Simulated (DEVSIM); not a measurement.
Device: Co/Si3N4/n-GaAs capacitor, at 400 K.

Layer 1 from the left is Si3N4, thickness (nm) 12.0. Layer 2 from the left is GaAs, thickness (nm) 15000, Nd (cm⁻³) 1.9e15.

Metal gate on the left, work function 5 eV. Fixed charge at the semiconductor interface -2.7e10 cm⁻² (in units of +e); no interface traps.

This is a model device: material constants are rounded textbook-type values typed into the input, and sizes, dopings and lifetimes were drawn at random. Values at 300 K; Nc and Nv go as T^1.5, mobilities as T to minus their exponent, the gap by Varshni's rule with the affinity fixed.

Si3N4: gap (eV) 5.1, affinity (eV) 2.1, permittivity 7.5. GaAs: gap (eV) 1.424, affinity (eV) 4.07, permittivity 12.9, Nc (cm⁻³) 4.7e17, Nv (cm⁻³) 9e18, Varshni α (eV/K) 0.000541, Varshni β (K) 204.

Simulated with DEVSIM: 1D Poisson equation in equilibrium, Boltzmann statistics, complete ionisation; no quantum confinement or tunnelling. Metal contacts follow the ideal Schottky-Mott rule: no Fermi-level pinning, no interface dipoles.

**Question.** What does the simulation give for the minimum of the low-frequency capacitance, the threshold voltage (band bending 2φF), the flat-band voltage?

**Answer.** minimum of the low-frequency capacitance 0.0159 μF/cm²; threshold voltage (band bending 2φF) -0.18 V; flat-band voltage 0.73 V.
